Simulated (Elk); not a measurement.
Worked example: self-consistent single point of TiAu (Pmma, 4 atoms in the cell) in Elk.

Method of the run: Elk with PBEsol, all-electron FP-LAPW, Elk's shipped species files, APW+lo basis with extra local orbitals.

The change in words: lattice scaled by 0.98. Reference geometry:
```
CELL_PARAMETERS angstrom
      4.54169     0.00000     0.00000
      0.00000     2.90820     0.00000
      0.00000     0.00000     4.86885
ATOMIC_POSITIONS crystal
  Ti 0.25000 0.00000 0.82019
  Ti 0.75000 0.00000 0.17981
  Au 0.25000 0.50000 0.32411
  Au 0.75000 0.50000 0.67589
```
Moments meant for the start (each program seeds them in its own way; μB, in the order of the atoms Ti Ti Au Au): 1.0 1.0 0.0 0.0.

Reference input (self-consistent single point, DFT, PBEsol, all-electron FP-LAPW, Elk's shipped species files, APW+lo basis with extra local orbitals): xctype = 22; spinpol = true; rgkmax = 8; stype = 3; swidth = 0.00183747 Ha; ngridk = 5 7 4; reducebf = 0.7; gmaxvr = 16 1/bohr; nxlo = 2; lorbcnd = true; rmtscf = 0.9; lmaxi = 2. This run's input differs from it in these lines:

```diff
@@ -40,5 +40,5 @@
 avec
-    8.5825502430    0.0000000000    0.0000000000
-    0.0000000000    5.4957052951    0.0000000000
-    0.0000000000    0.0000000000    9.2007835933
+    8.4108988601    0.0000000000    0.0000000000
+    0.0000000000    5.3857912648    0.0000000000
+    0.0000000000    0.0000000000    9.0167677324
```

Log, with long lists cut:

```
│ Self-consistent loop started │
│ Loop number : 1 │
 total energy                :     -39708.1987268
 total moment                :    1.857829168
│ Loop number : 2 │
 total energy                :     -39714.6747870
 total moment                :    1.900106209
RMS change in Kohn-Sham potential (target) :    2.463826803     (  0.1000000000E-05)
Absolute change in total energy (target)   :    6.476060226     (  0.1000000000E-03)
│ Loop number : 3 │
 total energy                :     -39697.5324025
 total moment                :    1.798366259
RMS change in Kohn-Sham potential (target) :    2.447415995     (  0.1000000000E-05)
   [... lines left out ...]
│ Loop number : 19 │
 total energy                :     -39791.2996696
 total moment                :   0.9501953236
RMS change in Kohn-Sham potential (target) :   0.8742983472E-06 (  0.1000000000E-05)
Absolute change in total energy (target)   :   0.2492606873E-03 (  0.1000000000E-03)
│ Loop number : 20 │
 total energy                :     -39791.2996625
 total moment                :   0.9499172409
RMS change in Kohn-Sham potential (target) :   0.2822448038E-06 (  0.1000000000E-05)
Absolute change in total energy (target)   :   0.5520887498E-04 (  0.1000000000E-03)
Convergence targets achieved

│ Loop number : 21 │

Energies :
 Fermi                       :     0.433580970333
 xc effective B-field        :    -0.994194058929E-02
 external B-field            :      0.00000000000
 total energy                :     -39791.2996450
 (external B-field energy excluded from total)

Density of states at Fermi energy :    96.13472285
 (states/Hartree/unit cell)

Estimated indirect band gap :   0.8024211861E-03
 from k-point     28 to k-point     29
Estimated direct band gap   :   0.1902727481E-02
 at k-point     28

Charges :
 core                        :    116.0000000
 valence                     :    86.00000000
 interstitial                :    6.675830309
 muffin-tins (core leakage)
  species :    1 (Ti)
   atom    1                 :    19.90877358     (  0.8992225631E-08)
   [... lines left out ...]

Moments :
 interstitial                :   0.2313691528
 muffin-tins
  species :    1 (Ti)
   atom    1                 :   0.3478595162
   atom    2                 :   0.3478595162
  species :    2 (Au)
   atom    1                 :   0.1134763029E-01
   atom    2                 :   0.1134763029E-01
 total in muffin-tins        :   0.7184142930
 total moment                :   0.9497834458

│ Self-consistent loop stopped │
```

The run converged in 21 iterations. The count includes the last loop, which Elk runs after its targets are met. Against the reference run the free energy goes up by 44.7 meV/atom and the size of the net moment goes from 0.29 to 0.24 μB/atom.

The starting cell comes from a database of computed structures (which also holds hypothetical and non-ambient phases and stackings), without a prior relaxation at this level. Its lattice was rescaled by a random factor within 2.5 % of one. For this run, on top of that: lattice scaled by 0.98. Spin-orbit coupling is off. The magnetic order is the one reached from the typed start; others were not searched systematically. Values depend on the basis (sphere radii, cutoffs, local orbitals), which need not be converged. The log's line on a gap gives a spacing of levels on this mesh, which the program prints for metals too.

Cost on one core of a shared machine: roughly 3 min.
